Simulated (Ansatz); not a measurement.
**AlBO3: pressure series**

Take AlBO3 (space group R-3c, No. 167; a = 4.475 Å, c = 13.738 Å (hexagonal axes)) as the base.

Cell and atoms are relaxed at each pressure.

The values are results of Kohn–Sham DFT with the PBEsol functional, run in Ansatz (a quantum-chemistry and plane-wave program) with PAW and 420 eV plane waves, spin-orbit coupling left out, not measurements.

Candidates:
(a) pressure −1 GPa
(b) pressure 5 GPa
(c) pressure 0.3 GPa
(d) pressure 7.5 GPa
(e) pressure 3 GPa

For the base:

| Quantity | Value |
|---|---|
| c/a ratio | 3.070 |

Problem. Order them by c/a ratio, lowest first.

Solution. (d) pressure 7.5 GPa (3.045), (b) pressure 5 GPa (3.053), (e) pressure 3 GPa (3.059), (c) pressure 0.3 GPa (3.069), (a) pressure −1 GPa (3.073)

Load acts through the strain it causes; cell and atoms are relaxed under it. Whether these cells are dynamically stable was not tested. Competing high-pressure phases were not computed.
